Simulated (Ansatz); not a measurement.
Base system: TiAl (space group P4/mmm, No. 123).

```
TiAl
1.0
    2.82426     0.00000     0.00000
    0.00000     2.82426     0.00000
    0.00000     0.00000     4.07079
Al Ti
1 1
Direct
  0.50000   0.50000   0.50000
  0.00000   0.00000   0.00000
```

Method: PBE, PAW, 420 eV (Ansatz, a first-principles code; no SOC).

Base values:

Pressure: 0.0 GPa

Perturbation: an isotropic linear strain of −4.80 %, atoms relaxed at fixed cell.

Q: Predict the new energy relative to the base.

A: The energy rises by 137 meV/atom.

Q: Estimate the effect on the pressure.

A: The pressure (mean of the normal stresses, compression positive) goes from zero to 22.3 GPa.

Stability against distortions was not tested. The final runs are not spin-polarised.
